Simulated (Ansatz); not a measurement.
The starting structures come from a database of crystals and need not be the phases stable at ambient conditions.

The decay constant κ of evanescent states in the gap governs leakage through a thin film.

```
BaGaBF2O3
1.0
    4.94782     0.00000     0.00000
    0.00000     9.86622     0.00000
    2.47391     0.00000     4.28494
Ba Ga B O F
2 2 2 6 4
Direct
  0.00000   0.00000   0.00000
  0.00000   0.50000   0.00000
  0.33333   0.75000   0.33333
  0.66667   0.25000   0.66667
  0.66667   0.75000   0.66667
  0.33333   0.25000   0.33333
  0.37666   0.75000   0.93448
  0.62334   0.25000   0.06552
  0.06552   0.25000   0.31114
  0.93448   0.75000   0.68886
  0.68886   0.75000   0.37666
  0.31114   0.25000   0.62334
  0.33333   0.54775   0.33333
  0.66667   0.45225   0.66667
  0.66667   0.04775   0.66667
  0.33333   0.95225   0.33333
```

Space group of this cell: P6_3/m. The cell is taken as given; by r2SCAN its mean pressure is -4.9 GPa.

Transport runs along the normal of the first two printed cell vectors, the (100) plane of the conventional cell.

The gap is the functional's own, uncorrected, and κ follows it; spin-orbit coupling is left out. Mid-gap values are interpolated between the computed energies.

### Question
Estimate the band gap and the smallest decay constant κ at mid-gap that r2SCAN in Ansatz (a first-principles code) returns for this system.

### Answer
Gap 5.66 eV on a 8×4×8 mesh; κ = 0.417 1/Å, at the zone centre.
